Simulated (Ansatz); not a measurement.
The starting structures come from a database of crystals and need not be the phases stable at ambient conditions.

By PBEsol, the system below comes out a metal.

Crystal: ZrAl3 (I4/mmm, not sure to be the ambient phase, 8 atoms a cell, 17.2 Å³ an atom); planes in its conventional cell.

Method: PBEsol (plane waves, PAW; Ansatz, an electronic-structure program).

Ballistic conductance counts the channels of both spins, as a mean over 0.1 eV about the Fermi level; spin-orbit coupling is left out.

```tsv
plane	area (Å²)	G/A (10¹⁵ S/m²)
(001)	16.0	0.30
(100)	68.9	[?]
(110)	48.7	[?]
```

Problem. What belongs in the gaps?

Solution. 
- (100), G/A (10¹⁵ S/m²): 0.44
- (110), G/A (10¹⁵ S/m²): 0.43
